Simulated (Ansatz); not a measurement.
The starting structures come from a database of crystals and need not be the phases stable at ambient conditions.

Tunnelling through a barrier is set by its complex band structure: the current falls as exp(−2κd) with the smallest κ.

Consider the following.

```xyz
6
Lattice="7.7088 0.0000 0.0000 3.8544 8.3017 0.0086 3.8544 -0.5987 2.1433" Properties=species:S:1:pos:R:3 pbc="T T T"
Ba    10.2784     5.2732     1.4731
Ba     5.1392     2.4298     0.6788
H     10.2784     2.7446     0.7667
H      5.1392     4.9584     1.3851
H      7.7088     3.8515     1.0759
I      0.0000     0.0000     0.0000
```

Space group of this cell: P-3m1. The cell was relaxed by PBE-D3(BJ); by r2SCAN its mean pressure is 1.3 GPa.

Transport runs along the normal of the first two printed cell vectors, the (111) plane of the conventional cell.

No gap correction and no spin-orbit coupling; mid-gap values are interpolated between computed energies.

Question: Compute, with r2SCAN in Ansatz (an electronic-structure program), the band gap and the smallest decay constant κ at mid-gap.

Answer: Gap 2.70 eV on a 14×14×14 mesh; κ = 0.219 1/Å, at (0.000, 0.500) of the in-plane reciprocal vectors. At the zone centre, at the nearest computed energy, the slowest state has κ = 0.27 1/Å.
